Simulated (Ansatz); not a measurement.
Input and output of a relaxation of the atoms for SrGaSnH (P3m1, 4 atoms in the cell) (Ansatz, an electronic-structure program).

Method of the run: LDA (PW92), default PAW files made with PBE (plane waves; Ansatz).

The change in words: one atom moved by 0.15 angstrom; relax: default → atoms; relax.f_tol: default → 0.001 eV/Å. Reference geometry:
```xyz
4
Lattice="4.4740 0.0000 0.0000 -2.2370 3.8746 0.0000 0.0000 0.0000 5.1500" Properties=species:S:1:pos:R:3 pbc="T T T"
Sr     0.0000     0.0000     5.1421
Ga     2.2370     1.2915     3.0945
Sn     0.0000     2.5830     2.3204
H      2.2370     1.2915     4.8379
```

Reference input (self-consistent single point, DFT, LDA (PW92), plane waves, default PAW files made with PBE): basis.ecutwfc = 30.9 Ry; kpoints.mp_grid.grid = 7 7 5; hamiltonian.xc = lda; hamiltonian.pseudopotentials = {kind: paw} (the program's default PAW files); scf.occupations.method = fermi_dirac; scf.occupations.width = 0.0015 Ry. This run's input differs from it in these lines:

```diff
@@ -6,3 +6,3 @@
   atoms:
-    - { symbol: Sr, position: [0.000000, 0.000000, 0.998460] }
+    - { symbol: Sr, position: [0.000000, 0.000000, 1.027586] }
     - { symbol: Ga, position: [0.666667, 0.333333, 0.600880] }
@@ -19,2 +19,4 @@
   occupations: { method: fermi_dirac, width: 0.0015 Ry }
+relax:
+  f_tol: 0.001
 output:
```

Output (repeated stretches shortened):

```
   [... SCF lines of the steps left out ...]
relax step   1: F+E_penalty+E_count = -13048.46452173 eV  Δ(F+E_penalty+E_count) = +0.000e0 eV  max|allowed force component| = 3.509e-1 eV/Å  Δτ_max = 0.0000 Å  (7 SCF iters, dr2 threshold 1.00e-7 eV, accepted)
relax step   2: F+E_penalty+E_count = -13048.46565489 eV  Δ(F+E_penalty+E_count) = -1.133e-3 eV  max|allowed force component| = 4.190e-1 eV/Å  Δτ_max = 0.1948 Å  (6 SCF iters, dr2 threshold 7.70e-6 eV, accepted)
   [... lines left out ...]
relax step   5: F+E_penalty+E_count = -13048.49510644 eV  Δ(F+E_penalty+E_count) = -2.456e-5 eV  max|allowed force component| = 7.893e-3 eV/Å  Δτ_max = 0.0013 Å  (5 SCF iters, dr2 threshold 1.01e-8 eV, accepted)
relax step   6: F+E_penalty+E_count = -13048.49511972 eV  Δ(F+E_penalty+E_count) = -1.329e-5 eV  max|allowed force component| = 6.839e-4 eV/Å  Δτ_max = 0.0021 Å  (5 SCF iters, dr2 threshold 3.89e-9 eV, accepted)
relax step   7: F+E_penalty+E_count = -13048.49511972 eV  Δ(F+E_penalty+E_count) = -3.747e-10 eV  max|allowed force component| = 6.821e-4 eV/Å  Δτ_max = 0.0000 Å  (2 SCF iters, accepted)
the relaxation is at rest under the 6 symmetry operations that the run kept from its start: a minimum is not shown …
Stability not checked: this state was not tested for a lower state beside it, because too few of the mixer's solves of this state at the end of the SCF gave a …
Free energy (F): -13048.495120 eV
Internal energy: -13048.495120 eV  (E = F + TS)
E sigma→0 (E₀):  -13048.495120 eV
Entropy (-TS):   -0.000000 eV (-0.000 meV/atom)
Fermi energy:    8.372524 eV
--- Forces (eV/Å), atoms counted from 1 ---
  atom   1  Sr     0.00000000    -0.00000000     0.00006214
   [... lines left out ...]
  atoms:
    - { symbol: Sr, position: [6.422360013961783e-17, -2.88343772294751e-17, 1.0056546198751104] }
    - { symbol: Ga, position: [0.6666666666666667, 0.33333333333333326, 0.6074652562533438] }
    - { symbol: Sn, position: [0.3333333333333333, 0.6666666666666665, 0.4617608323474678] }
    - { symbol: H, position: [0.6666666666666667, 0.33333333333333326, 0.943545291524078] }
```

The run converged. 

Summary of the result:
* **Free energy E − TS (on the zero of these files)**: -13048.4951 eV
* **Gap on the k-point mesh**: 0.49 eV
* **Pressure**: -3.54 GPa
* **Relaxation steps**: 7

The starting cell comes from a database of computed structures (which also holds hypothetical and non-ambient phases and stackings), without a prior relaxation at this level. Its lattice was rescaled by up to half a per cent. For this run, on top of that: one atom moved by 0.15 angstrom. The relaxation keeps the symmetry of its start, so its end need not be a minimum. Ansatz's pressure includes its estimate of the finite-basis (Pulay) stress.

Cost on one core of a shared machine: roughly 50 s.

Keys are those of Ansatz 0.2.
